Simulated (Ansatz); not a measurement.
Base system: MoTe2 in the 2H-MoS2 type structure (space group P6_3/mmc, No. 194; a = 3.497 Å, c = 13.696 Å; layered, stacked along the Cartesian z axis).

(Cell as relaxed with PBE-D3(BJ).)

Levels (all Ansatz, a program for electronic structure, PAW): PBE-D3(BJ) (420 eV, without spin-orbit coupling); r2SCAN+rVV10 (500 eV, spin-orbit coupling left out).

Each level relaxes its own structure.

```tsv
quantity	PBE-D3(BJ)	r2SCAN+rVV10
volume per atom	24.17 Å³	…
lattice parameter a	3.497 Å	…
lattice parameter c	13.696 Å	…
band gap	0.60 eV	…
gap character	indirect, Γ → K–Γ (44 % along)	…
```

**Question.** Predict the r2SCAN+rVV10 column.

**Answer.** 
- volume per atom, r2SCAN+rVV10: 25.68 Å³
- lattice parameter a, r2SCAN+rVV10: 3.542 Å
- lattice parameter c, r2SCAN+rVV10: 14.182 Å
- band gap, r2SCAN+rVV10: 0.87 eV
- gap character, r2SCAN+rVV10: indirect, Γ → K–Γ (40 % along)

PBE-D3(BJ)'s volume per atom lies 1.51 Å³ below r2SCAN+rVV10's (5.9 %); PBE-D3(BJ)'s lattice parameter a lies 0.0455 Å below r2SCAN+rVV10's (1.3 %); PBE-D3(BJ)'s lattice parameter c lies 0.486 Å below r2SCAN+rVV10's (3.4 %); PBE-D3(BJ)'s band gap lies 0.27 eV below r2SCAN+rVV10's; the two agree on the gap character. Neither level is exact; r2SCAN+rVV10 is the comparison here, not a measurement.

Spin-orbit coupling, missing from the scalar runs, can matter with Te. No phonon test of stability was made. The D3 term's C6 switches between coordination references near this geometry, which can add small steps to energies.
